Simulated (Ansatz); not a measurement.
Base system: MoS2 in the 3R-MoS2 type structure (space group R3m, No. 160; layered, stacked along the Cartesian z axis).

```xyz
3
Lattice="1.5579 0.8994 5.7859 -1.5579 0.8994 5.7859 0.0000 -1.7989 5.7859" Properties=species:S:1:pos:R:3 pbc="T T T"
Mo     0.0000     0.0000     0.0007
S      0.0000     0.0000    13.1304
S      0.0000     0.0000    10.0118
```

Cartesian axes are those of the cell as printed.

Method: PBEsol-D3(BJ) (Ansatz, a program for electronic structure), scalar-relativistic without spin-orbit coupling, earlier PAW set.

Base values:

| Quantity | Value |
|---|---|
| Band gap | 0.50 eV |
| Pressure | 0.0 kbar |

The change: uniaxial strain ε_yy = +5.69 %, all other strain components held at zero; the atoms relax in the strained cell.

### Question
Estimate the effect on the band gap, pressure and energy relative to the base.

### Answer
The band gap shrinks by 0.07 eV, from 0.50 eV to 0.43 eV; the pressure (mean of the normal stresses, compression positive) goes from zero to -55.1 kbar; the energy grows by 38 meV/atom.

Stability against distortions was not tested.
